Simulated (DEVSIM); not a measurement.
System: Schottky contact on n-type Ge, at 300 K.

Layer 1 from the left is Ge, thickness (μm) 1.50, Nd (cm⁻³) 1.8e17, τn (s) 1e-6, τp (s) 1e-7. Layer 2 from the left is Ge, thickness (μm) 1.10, Nd (cm⁻³) 7e17, τn (s) 1e-6, τp (s) 1e-6.

Left contact: Schottky, work function 4.39 eV, emission velocity 1.1e7 cm/s. Right contact: ohmic. Voltage is applied to the left contact. Recombination: SRH at mid-gap. Mobility is μmin + (μ − μmin)/(1 + (N/Nref)^α).

This is a model device: material constants are rounded textbook-type values typed into the input, and sizes, dopings and lifetimes were drawn at random. Values at 300 K.

Ge: gap (eV) 0.664, affinity (eV) 4, permittivity 16, Nc (cm⁻³) 1.04e19, Nv (cm⁻³) 6e18, μn (cm²/Vs) 3900, μp (cm²/Vs) 1900, μn,min 150, μp,min 100, Nref,n 2.6e17, Nref,p 4e17, αn 0.56, αp 0.6.

DEVSIM, 1D drift-diffusion, Boltzmann statistics, complete ionisation; no tunnelling, impact ionisation, image-force lowering or self-heating. Metal contacts follow the ideal Schottky-Mott rule: no Fermi-level pinning, no interface dipoles.

**Question.** What does the simulation give for the potential step across the device at zero bias, the dark forward voltage at 100 A/cm²?

**Answer.** potential step across the device at zero bias 0.320 V; dark forward voltage at 100 A/cm² 0.081 V.
